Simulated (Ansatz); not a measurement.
BAs (model structure, P6₂22, No. 180, 6 atoms in the cell), treated with r²SCAN (Ansatz, a first-principles code, PAW).

Settings: plane-wave cutoff 560 eV, 18×18×8 k mesh (along the axes of the cell as run), Fermi–Dirac smearing 0.05 eV, scalar-relativistic PAW data made under PBE.

Cell (relaxed at this level):

AsB is taken in the hexagonal space group P6₂22 (No. 180), Pearson symbol hP6. Conventional cell: a = b = 3.447 Å, c = 7.460 Å, α = β = 90.00°, γ = 120.00°. B on 3d is coordinated by 4 As at 2.125 Å. As on 3c sees 4 B at 2.125 Å. (Neighbours: up to the widest gap in distance over summed covalent radii, below 1.35, at either atom.)

Question: Give the computed band gap and bulk modulus B0.

Answer: 
* **band gap**: 0.67 eV (on the SCF k mesh)
* **bulk modulus B0**: 144 GPa

Note: the bulk modulus is −V dP/dV from two relaxed cells at ±2 % in volume; the relaxation could raise the start's symmetry but not lower it, so the cell can be a saddle point.

Spin–orbit coupling is not included.

Cost on a shared machine: very roughly 19 core-minutes.

A model structure was made by putting elements into a prototype or built by hand; it is no filed structure, need not be a known phase, and can be a saddle point held by its symmetry.
